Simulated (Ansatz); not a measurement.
Effect of isotropic strain −0.96 % on C

The parent structure is C in the graphite type structure (space group P6_3/mmc, No. 194; a = 2.465 Å, c = 6.730 Å; layered, stacked along the Cartesian z axis).

Now apply this change: every lattice vector is shortened by 0.96 %, atoms relaxed at fixed cell.

Computed with Ansatz (an electronic-structure program) PBE-D3(BJ), spin-orbit coupling left out. k-mesh 15×15×5 (Γ-centred); smearing 0.05 eV (Fermi–Dirac).

The volume per atom decreases by 0.25 Å³ to 8.60 Å³ and the space group stays P6_3/mmc (No. 194). The shortest interatomic distance shrinks by 0.0137 Å to 1.410 Å and the energy increases by 7.0 meV/atom. The band gap is still zero.

The mesh was chosen for an insulator and is coarse for the gapless case. Stability against distortions was not tested.
